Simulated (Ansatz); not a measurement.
Structures of equal composition on the (0001) surface of 4H silicon carbide (Si plane on top): (√3x√3)R30° Sb adatom at H3; (√3x√3)R30° Sb adatom at T4. The slabs share one bottom face, and each structure is named by its start. These are constructed structures in small cells; real faces may alloy, dewet or reconstruct in larger ones, and not all known structures of the face are among them. Slabs of about 10 Å, Fermi-Dirac smearing of 0.025 eV. Bottom of the slabs: H caps. Relaxed from the named starts with such symmetry as they have, on meshes of like density; energies extrapolated to zero smearing; spin only where a row says so; no spin-orbit coupling, no U. Brackets mark spin-polarised runs, whose order is one that fits the cell. Where a second, spin-polarised start was run, the lower counts.

Calculation: r2SCAN, at the PBE geometry (plane waves to 500 eV, PAW; Ansatz, a program for electronic structure).

Put the candidates in order of energy per 1x1 cell, lowest first, for r2SCAN, at the PBE geometry.

(√3x√3)R30° Sb adatom at T4 (0.000 eV, gap 2.18 eV on the mesh), (√3x√3)R30° Sb adatom at H3 (0.112 eV, gap 2.04 eV on the mesh)
